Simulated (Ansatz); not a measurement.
Ti on the 1x1 (111) surface of fcc Al, one in a 2x2 cell, started at the site 'bridge Al-Al (span 2.9 Å)'

The numbers are results of PBE (plane waves to 420 eV, PAW; Ansatz, an electronic-structure program), not measurements.

Slab: 17 atoms, 7.0 Å thick at the start under the adsorbate (thin: gaps and levels are the slab's own); k 6x6x1, smearing 0.1 eV, dipole-corrected; 8 atoms held, the rest relaxed; symmetry of the start imposed; spin-polarised, no spin-orbit, no U, no dispersion correction. At the end it is bonded to 4 Al. In PBE this state lies 0.05 eV over the lowest of the starts that converged ('top Al', where the adsorbate rearranged the host).

```json
{
  "energy of the end state, in which the adsorbate rearranged the host, against an atom of hcp Ti": "1.95 eV",
  "work_function_of_the_top_face": "2.97 eV",
  "change_of_the_work_function": "-1.06 eV",
  "change_of_the_step_from_the_bottom_to_the_top_vacuum_level_against_the_clean_slab": "-1.05 eV",
  "energy_released_by_relaxation": "0.83 eV",
  "height of the binding atom over the mean of the host atoms within 0.3 Å of the top one": "1.754 bohr",
  "magnetic_moment_of_the_cell": "1.45 μB",
  "largest_move_of_a_host_atom": "1.01 Å",
  "caution": "the host itself rearranges in this cell, so the energy holds part of a reconstruction",
  "note": "in the relaxation the adsorbate left its starting site by 0.7 Å",
  "cost": "very roughly 10 core-minutes"
}
```

A negative adsorption energy means that the adsorbate is more stable on the surface than in its reference.
